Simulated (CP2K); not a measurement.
**Worked example: self-consistent single point of InGaTe2 (I4/mcm, 8 atoms in the cell) in CP2K**

Computed with PBEsol, GPW, DZVP-MOLOPT-SR-GTH basis, GTH-PBE potentials (GTH_POTENTIALS) run with CP2K.

This input was run:

```
&GLOBAL
  PROJECT calc
  RUN_TYPE ENERGY_FORCE
  PRINT_LEVEL LOW
&END GLOBAL
&FORCE_EVAL
  METHOD Quickstep
  STRESS_TENSOR ANALYTICAL
  &DFT
    BASIS_SET_FILE_NAME BASIS_MOLOPT
    POTENTIAL_FILE_NAME GTH_POTENTIALS
    &QS
      METHOD GPW
      EPS_DEFAULT 1E-10
    &END QS
    &MGRID
      CUTOFF 600
      REL_CUTOFF 50
      NGRIDS 5
    &END MGRID
    &SCF
      SCF_GUESS ATOMIC
      EPS_SCF 1E-7
      MAX_SCF 100
      ADDED_MOS 13
      &DIAGONALIZATION
        ALGORITHM STANDARD
      &END DIAGONALIZATION
      &MIXING
        METHOD BROYDEN_MIXING
        ALPHA 0.2
        NBUFFER 8
        BETA 1.5
      &END MIXING
      &SMEAR ON
        METHOD METHFESSEL_PAXTON
        SIGMA [eV] 0.2
      &END SMEAR
    &END SCF
    &KPOINTS
      SCHEME MONKHORST-PACK 3 3 3
    &END KPOINTS
    &XC
      &XC_FUNCTIONAL
        &PBE
          PARAMETRIZATION PBESOL
        &END PBE
      &END XC_FUNCTIONAL
    &END XC
    &PRINT
      &MO
        EIGENVALUES T
        OCCUPATION_NUMBERS T
        NDIGITS 8
        FILENAME mo
        &EACH
          QS_SCF 0
        &END EACH
        ADD_LAST NUMERIC
      &END MO
      &MULLIKEN OFF
      &END MULLIKEN
    &END PRINT
  &END DFT
  &SUBSYS
    &CELL
      A 6.95359200 0.00000000 0.00000000
      B -3.60939900 5.94345700 0.00000000
      C -1.67209700 -2.97172800 6.06014600
      PERIODIC XYZ
    &END CELL
    &COORD
      In       2.50814475     4.45759275     0.00000000
      In       0.83604825     1.48586425     0.00000000
      Ga      -1.80469975     2.97172875     3.03007300
      Ga       3.47679575     0.00000025     3.03007300
      Te      -2.64074817     1.48586467     5.10664263
      Te       4.31284417     1.48586433     0.95350337
      Te       0.84110575     3.43930051     3.03007300
      Te       0.83099025    -0.46757151     3.03007300
    &END COORD
    &KIND In
      BASIS_SET DZVP-MOLOPT-SR-GTH-q13
      POTENTIAL GTH-PBE-q13
    &END KIND
    &KIND Ga
      BASIS_SET DZVP-MOLOPT-SR-GTH-q13
      POTENTIAL GTH-PBE-q13
    &END KIND
    &KIND Te
      BASIS_SET DZVP-MOLOPT-SR-GTH-q6
      POTENTIAL GTH-PBE-q6
    &END KIND
  &END SUBSYS
  &PRINT
    &FORCES ON
    &END FORCES
    &STRESS_TENSOR ON
    &END STRESS_TENSOR
  &END PRINT
&END FORCE_EVAL
```

Log, with long lists cut:

```
 GLOBAL| Method name                                                        CP2K
 GLOBAL| Project name                                                       calc
 GLOBAL| Run type                                                   ENERGY_FORCE

 TOTAL NUMBERS AND MAXIMUM NUMBERS

  Total number of            - Atomic kinds:                                   3
                             - Atoms:                                          8
                             - Shell sets:                                     8
                             - Shells:                                        48
                             - Primitive Cartesian functions:                 44
                             - Cartesian basis functions:                    176
                             - Spherical basis functions:                    152

  Maximum angular momentum of- Orbital basis functions:                        3
                             - Local part of the GTH pseudopotential:          0
                             - Non-local part of the GTH pseudopotential:      4

 SCF PARAMETERS         Density guess:                                    ATOMIC
                        max_scf:                                             100
                        max_diis:                                              4
                        eps_scf:                                        1.00E-07
                        eps_diis:                                       1.00E-01
                        eps_eigval:                                     1.00E-05
                        level_shift [a.u.]:                             0.000000
                        added MOs                                        13    0
                        Mixing method:                            BROYDEN_MIXING
                                                charge density mixing in g-space
                        Smear method:                          METHFESSEL_PAXTON
                        Smearing width (sigma) [a.u.]:                  7.35E-03
                        Accuracy threshold:                             1.00E-10
                        No outer SCF

 Extrapolation method: initial_guess

 Number of electrons:                                                         76
 Number of occupied orbitals:                                                 38
 Number of molecular orbitals:                                                51

 Number of orbital functions:                                                152
 Number of independent orbital functions:                                    152

 SCF WAVEFUNCTION OPTIMIZATION

  Step     Update method      Time    Convergence         Total energy    Change
     1 NoMix/Diag. 0.20E+00      -     0.93694977      -294.1582640619 -2.94E+02
     2 Broy./Diag. 0.20E+00      -     0.01556983      -294.5822758025 -4.24E-01
     3 Broy./Diag. 0.20E+00      -     0.10536130      -294.0985504909  4.84E-01
     4 Broy./Diag. 0.20E+00      -     0.01338817      -293.9062100260  1.92E-01
     5 Broy./Diag. 0.20E+00      -     0.01299007      -293.9691534567 -6.29E-02
     6 Broy./Diag. 0.20E+00      -     0.01029855      -293.9855391720 -1.64E-02
     7 Broy./Diag. 0.20E+00      -     0.00472449      -293.9632727259  2.23E-02
   [... 10 lines left out ...]
    18 Broy./Diag. 0.20E+00      -     0.00000058      -293.9436881987 -1.03E-05
    19 Broy./Diag. 0.20E+00      -     0.00000048      -293.9436905851 -2.39E-06
    20 Broy./Diag. 0.20E+00      -     0.00000022      -293.9436918013 -1.22E-06
    21 Broy./Diag. 0.20E+00      -     0.00000011      -293.9436944349 -2.63E-06
    22 Broy./Diag. 0.20E+00      -     0.00000005      -293.9436944704 -3.55E-08

  *** SCF run converged in    22 steps ***

  Electronic density on regular grids:        -75.9999999232        0.0000000768
  Core density on regular grids:               75.9999999887       -0.0000000113
  Total charge density on r-space grids:        0.0000000655
  Total charge density g-space grids:           0.0000000655

  Overlap energy of the core charge distribution:               0.00000000222109
  Self energy of the core charge distribution:               -445.13614535760433
  Core Hamiltonian energy:                                    128.61022878667163
  Hartree energy:                                              64.31007587403214
  Exchange-correlation energy:                                -41.72826371096774
  Smearing free energy correction:                              0.00040993526838
  Fermi energy:                                                 0.16636457582074

  Total energy:                                              -293.94369447043721

 ENERGY| Total FORCE_EVAL ( QS ) energy [hartree]           -293.943693192554633

 FORCES| Atomic forces [hartree/bohr]
 FORCES|   Atom     x               y               z               |f|
 FORCES|      1 -6.84256541E-08  3.90796385E-08  1.88396672E-08   8.10198824E-08
 FORCES|      2  7.25181027E-08 -4.03995308E-08 -1.93719070E-08   8.52424079E-08
 FORCES|      3 -1.50431066E-07 -2.58859055E-07 -8.29174151E-07   8.81570921E-07
 FORCES|      4  1.54526792E-07  2.60670879E-07  8.30512035E-07   8.84069045E-07
 FORCES|      5  2.17709343E-07  3.88146921E-07 -2.53159561E-04   2.53159952E-04
 FORCES|      6 -2.21555249E-07 -3.86938728E-07  2.53159714E-04   2.53160107E-04
 FORCES|      7 -2.21512206E-04  1.24634903E-04  2.76770637E-09   2.54168284E-04
 FORCES|      8  2.21507811E-04 -1.24636659E-04 -3.82653188E-09   2.54165314E-04
 FORCES| Sum    -5.33129988E-11 -5.57151525E-11 -1.00287653E-10
 FORCES| Total atomic force                                       1.26507183E-10

 STRESS| Analytical stress tensor [bar]
 STRESS|                        x                   y                   z
 STRESS|      x       -1.48912265889E+04   4.81226227473E+02  -2.05008623415E-01
 STRESS|      y        4.81226227473E+02  -1.43062625015E+04  -3.75427650157E-01
 STRESS|      z       -2.05008623415E-01  -3.75427650157E-01  -1.51679188383E+04
 STRESS| 1/3 Trace                                            -1.47884693096E+04
```

The run converged in 22 iterations.

The starting cell comes from a database of computed structures (which also holds hypothetical and non-ambient phases and stackings), without a prior relaxation at this level. Values carry the incompleteness of an atom-centred basis. The potentials were made for another functional than the one used. The run gives no clean gap (levels at the Fermi energy touch, overlap or are partly filled at this smearing), which alone does not show that the compound is a metal.

Cost on one core of a shared machine: roughly 3 min.
